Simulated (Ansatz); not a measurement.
The reference is Bi₂Se₃ in the Bi2Te3 type structure (space group R-3m, No. 166; a = 4.144 Å, c = 28.448 Å (hexagonal axes)).

Levels (all Ansatz, an electronic-structure program, PAW): PBE-D3(BJ) (420 eV, no spin-orbit coupling); r2SCAN (500 eV, scalar-relativistic without spin-orbit coupling).

The geometry is relaxed with PBE-D3(BJ).

* **PBE-D3(BJ) lowest conduction level above the VBM at special points**: Γ 0.16 eV; T 0.68 eV; L 0.78 eV; F 1.29 eV
* **PBE-D3(BJ) width of the top valence band**: 1.43 eV
* **PBE-D3(BJ) gap character**: direct at Γ

Task: What does r2SCAN give at this geometry for the lowest conduction level above the VBM at special points, width of the top valence band and gap character?

Result: The lowest conduction level above the VBM at special points changes from Γ 0.16 eV; T 0.68 eV; L 0.78 eV; F 1.29 eV to Γ 0.43 eV; T 0.86 eV; L 1.02 eV; F 1.51 eV; the width of the top valence band goes up by 0.02 eV (1.43 eV → 1.45 eV); the gap character remains direct at Γ.

Single points use the geometry relaxed with PBE-D3(BJ). With Bi present, leaving out spin-orbit coupling can change the band edges. No phonon test of stability was made. The zero or small gap of Bi2Se3 can change with the level of theory.
